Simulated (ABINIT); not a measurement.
# Input and output of a self-consistent single point for W (Im-3m, 1 atom in the cell) (ABINIT)

Method: PBE, PAW (JTH v2.0 PBE PAW) (plane waves; ABINIT).

This input was run:

```
# W, JTH v2.0 PBE PAW
pp_dirpath "./"
pseudos "W.GGA_PBE-JTH.xml"
acell 3*1.0
rprim
        -2.9708384405    2.9708384405    2.9708384405
         2.9708384405   -2.9708384405    2.9708384405
         2.9708384405    2.9708384405   -2.9708384405
natom 1
ntypat 1
znucl 74
typat 1
xcart
         0.0000000000    0.0000000000    0.0000000000
      Angstrom
ecut 544 eV
pawecutdg 1088 eV
pawxcdev 0
ixc 11
occopt 3
tsmear 0.00367493
nband 12
kptopt 1
ngkpt 11 11 11
nshiftk 1
shiftk 0 0 0
nstep 100
tolvrs 1.0e-12
prtwf 0
prtden 0
enunit 2
```

The program printed (abridged):

```
 Symmetries : space group Im -3 m (#229); Bravais cI (body-center cubic)

 -outvars: echo values of preprocessed input variables --------
            acell      1.0000000000E+00  1.0000000000E+00  1.0000000000E+00 Bohr
             ecut      1.99916330E+01 Hartree
           enunit           2
              ixc          11
         kptrlatt       11    0    0      0   11    0      0    0   11
          kptrlen      5.66020743E+01
            natom           1
            nband          12
            ngfft          24      24      24
          ngfftdg          30      30      30
             nkpt          56
            nstep         100
             nsym          48
           ntypat           1
           occopt           3
        pawecutdg      3.99832660E+01 Hartree
         pawxcdev           0
            rprim     -2.9708384405E+00  2.9708384405E+00  2.9708384405E+00
                       2.9708384405E+00 -2.9708384405E+00  2.9708384405E+00
                       2.9708384405E+00  2.9708384405E+00 -2.9708384405E+00
          spgroup         229
           tolvrs      1.00000000E-12
           tsmear      3.67493000E-03 Hartree
            typat      1
           useylm           1
            znucl       74.00000

== DATASET  1 ==================================================================

 Exchange-correlation functional for the present dataset will be:
  GGA: Perdew-Burke-Ernzerhof functional - ixc=11
 Citation for XC functional:
  J.P.Perdew, K.Burke, M.Ernzerhof, PRL 77, 3865 (1996)

 Real(R)+Recip(G) space primitive vectors, cartesian coordinates (Bohr,Bohr^-1):
 R(1)= -2.9708384  2.9708384  2.9708384  G(1)=  0.0000000  0.1683027  0.1683027
 R(2)=  2.9708384 -2.9708384  2.9708384  G(2)=  0.1683027  0.0000000  0.1683027
 R(3)=  2.9708384  2.9708384 -2.9708384  G(3)=  0.1683027  0.1683027  0.0000000
 Unit cell volume ucvol=  1.0488107E+02 bohr^3
 Angles (23,13,12)=  1.09471221E+02  1.09471221E+02  1.09471221E+02 degrees

 Coarse grid specifications (used for wave-functions):

 getcut: wavevector=  0.0000  0.0000  0.0000  ngfft=  24  24  24
         ecut(hartree)=     19.992   => boxcut(ratio)=   2.31730

 Fine grid specifications (used for densities):

 getcut: wavevector=  0.0000  0.0000  0.0000  ngfft=  30  30  30
         ecut(hartree)=     39.983   => boxcut(ratio)=   2.04822

   6.59015510E+02                                ecore*ucvol(ha*bohr**3)

_setup2: Arith. and geom. avg. npw (full set) are     447.814     447.793

--- !BeginCycle
solver: {iscf: 17, nstep: 100, nline: 4, wfoptalg: 10, }
tolerances: {tolvrs: 1.00E-12, }
...

     iter   Etot(hartree)      deltaE(h)  residm     nres2
 ETOT  1  -66.927608326473    -6.693E+01 1.722E+01 8.537E+00
 ETOT  2  -69.070566547360    -2.143E+00 6.424E-02 9.856E+00
 ETOT  3  -69.043558463613     2.701E-02 4.760E-02 3.036E+00
 ETOT  4  -69.031031284829     1.253E-02 1.123E-02 2.033E-02
 ETOT  5  -69.031881676797    -8.504E-04 2.772E-03 3.470E-02
 ETOT  6  -69.031762970967     1.187E-04 6.698E-04 8.221E-03
   [... 6 lines left out ...]
 ETOT 13  -69.031742522045     5.051E-11 2.784E-04 2.121E-08
 ETOT 14  -69.031742522071    -2.524E-11 1.504E-04 5.168E-09
 ETOT 15  -69.031742522085    -1.477E-11 5.047E-04 3.290E-11
 ETOT 16  -69.031742522085     3.979E-13 1.997E-04 9.911E-12
 ETOT 17  -69.031742522085    -3.979E-13 5.643E-04 7.426E-13

 At SCF step   17       nres2   =  7.43E-13 < tolvrs=  1.00E-12 =>converged.

 Cartesian components of stress tensor (hartree/bohr^3)
  sigma(1 1)= -4.28137549E-04  sigma(3 2)=  0.00000000E+00
  sigma(2 2)= -4.28137549E-04  sigma(3 1)=  0.00000000E+00
  sigma(3 3)= -4.28137549E-04  sigma(2 1)=  0.00000000E+00

 ----iterations are completed or convergence reached----

 reduced coordinates (array xred) for    1 atoms
       0.000000000000      0.000000000000      0.000000000000
 cartesian forces (eV/Angstrom) at end:
    1     -0.00000000000000    -0.00000000000000    -0.00000000000000
 frms,max,avg= 0.0000000E+00 0.0000000E+00   0.000E+00  0.000E+00  0.000E+00 e/A
 length scales=  1.000000000000  1.000000000000  1.000000000000 bohr
              =  0.529177208590  0.529177208590  0.529177208590 angstroms
 Fermi (or HOMO) energy (hartree) =   0.37016   Average Vxc (hartree)=  -0.49226
 Eigenvalues (hartree) for nkpt=  56  k points:
 kpt#   1, nband= 12, wtk=  0.00075, kpt=  0.0000  0.0000  0.0000 (reduced coord)
  -2.35599   -1.01558   -1.01558   -1.01558    0.01120    0.32356    0.32356    0.32356
   0.45464    0.45464    0.91606    0.91606
      occupation numbers for kpt#   1
   2.00000    2.00000    2.00000    2.00000    2.00000    1.99999    1.99999    1.99999
   0.00000    0.00000    0.00000    0.00000
 prteigrs : prtvol=0 or 1, do not print more k-points.

 Fermi (or HOMO) energy (eV) =  10.07260   Average Vxc (eV)= -13.39509
 Eigenvalues (   eV  ) for nkpt=  56  k points:
 kpt#   1, nband= 12, wtk=  0.00075, kpt=  0.0000  0.0000  0.0000 (reduced coord)
 -64.10973  -27.63539  -27.63539  -27.63539    0.30471    8.80464    8.80464    8.80464
  12.37138   12.37138   24.92725   24.92725
 prteigrs : prtvol=0 or 1, do not print more k-points.

--- !EnergyTerms
comment             : Components of total free energy in Hartree
kinetic             :  6.81976972723407E+00
hartree             :  9.85970335083712E+00
xc                  : -7.67661962366118E+00
Ewald energy        : -6.00242802149600E+01
psp_core            :  6.28345545373935E+00
local_psp           : -2.77514398206958E+01
spherical_terms     :  3.45847358275937E+00
internal            : -6.90309375447471E+01
'-kT*entropy'       : -8.05272692562844E-04
total_energy        : -6.90317428174397E+01
total_energy_eV     : -1.87844925233015E+03
...

-Cartesian components of stress tensor (GPa)         [Pressure=  1.2596E+01 GPa]
- sigma(1 1)= -1.25962395E+01  sigma(3 2)=  0.00000000E+00
- sigma(2 2)= -1.25962395E+01  sigma(3 1)=  0.00000000E+00
- sigma(3 3)= -1.25962395E+01  sigma(2 1)=  0.00000000E+00

 Calculation completed.
```

The run converged in 17 iterations.

The starting cell has typed, rounded lattice constants, without a prior relaxation at this level. Its lattice was rescaled by up to half a per cent. Spin polarisation is off. With a pressure of about 13 GPa the cell is away from its equilibrium volume at this level.

Cost on one core of a shared machine: roughly 30 s.
